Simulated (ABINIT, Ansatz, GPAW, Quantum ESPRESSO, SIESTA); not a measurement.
Pt (Fm-3m, 1 atom in the cell) computed with different codes at matched settings

Self-consistent single point.

```yaml
crystal:
  lattice:
    - [0.00000, 2.00312, 2.00312]
    - [2.00312, 0.00000, 2.00312]
    - [2.00312, 2.00312, 0.00000]
  atoms:
    - { symbol: Pt, position: [0.00000, 0.00000, 0.00000] }
```

Shared settings, as Ansatz (a quantum-chemistry and plane-wave program) writes them: kpoints.mp_grid.grid = 19 19 19; scf.occupations.method = fermi_dirac; scf.occupations.width = 0.0037 Ry. Potentials and cutoffs stand in the table.

```
code                                                                                                                                 model  pressure (GPa)       cutoff
----------------  ------------------------------------------------------------------------------------------------------------------------  --------------  -----------
SIESTA            LDA PW92, numerical atomic orbitals TZP, PseudoDojo LDA standard norm-conserving potentials (rewritten from UPF to PSML)          -21.39  grid 350 Ry
Quantum ESPRESSO                                                                       LDA (PZ), GBRV 1.5 ultrasoft (LDA) pseudopotentials          -22.19        40 Ry
Ansatz                                                                                                 LDA (PW92), PAW files made with PBE          -20.92      30.9 Ry
ABINIT                                                     LDA (PW92), norm-conserving pseudopotentials (PseudoDojo nc-sr-04 LDA standard)          -21.37        42 Ha
GPAW                                                                         LDA (Perdew-Wang 92), GPAW PAW datasets LDA (gpaw-data 1.0.1)          -21.30       600 eV
```

On Ansatz's run: spin-orbit coupling is off. Spin polarisation is off.

The spread over the programs that give each value: pressure within 1.27 GPa.

SIESTA uses small atom-centred bases, whose incompleteness enters pressures, forces and empty levels differently from a plane-wave cutoff. Ansatz's pressure is given at a fixed set of plane waves, as the other plane-wave codes print theirs; with its correction for the finite basis it is -20.87 GPa. The same LDA comes in different parametrisations, which differ slightly.

The starting cell comes from a database of computed structures (which also holds hypothetical and non-ambient phases and stackings), without a prior relaxation at this level. Its lattice was rescaled by a random factor within 2.5 % of one.

Left out of this page: Elk and FLEUR (not drawn, or without a comparable value).

Keys are those of Ansatz 0.2.
